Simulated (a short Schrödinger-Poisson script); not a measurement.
## MOS inversion layer, SiO2 on p-type Si(100)

System: MOS inversion layer, SiO2 on p-type Si(100), at 400 K.

```csv
layer,material,thickness (nm),Na (cm⁻³)
1,SiO2,2.1,-
2,Si,1600,7.2e16
```

The device is made up for the run: typed textbook-type constants, with dimensions and the other settings drawn at random. SiO2: permittivity 3.9, conduction-band edge (eV) 3.15, gap (eV) 9, electron mass (mₑ) 0.5. Si: permittivity 11.7, conduction-band edge (eV) 0, gap (eV) 1.124, Nv at 300 K (cm⁻³) 3.1e19.

Channel valleys (confinement mass, in-plane density-of-states mass, number): Δ2 0.916, 0.19, 2; Δ4 0.19, 0.417, 4. At the gate the conduction-band edge of layer 1 lies 3.6 eV − eVg above the Fermi level of the channel; the field vanishes at the back. Gaps are held at their typed values at every temperature. Mesh 0.03 nm at interfaces.

From a short Schrödinger-Poisson script (our own, NumPy): 1D Poisson equation in equilibrium, electrons quantum, Hartree (BenDaniel-Duke, 12 states a valley, the channel's in-plane mass for all, wave functions ending at the dielectric), parabolic valleys, classical holes, full ionisation, no traps, pinning or gate leakage.

```tsv
Vg (V)	electrons (cm⁻²)	C (μF/cm²)	Δ2 E0 (meV)	Δ2 E1 (meV)	Δ4 E0 (meV)	Δ4 E1 (meV)
0	4.77e6	0.120	540.8	566.0	564.0	605.3
0.2	7.68e8	0.101	359.3	388.5	386.2	434.6
0.4	1.00e11	0.372	186.3	219.8	217.2	271.8
0.6	9.65e11	0.967	98.5	142.8	139.8	203.2
0.8	2.30e12	1.16	59.1	115.3	112.0	183.0
1	3.80e12	1.24	33.8	100.7	97.1	173.9
1.2	5.39e12	1.29	14.9	91.1	87.3	168.7
1.4	7.02e12	1.33	-0.5	84.0	80.1	165.2
1.6	8.70e12	1.35	-13.9	78.4	74.4	162.7
1.8	1.04e13	1.37	-25.9	73.7	69.6	160.7
2	1.21e13	1.38	-37.0	69.6	65.4	159.1
```

Subbands count from the Fermi level.
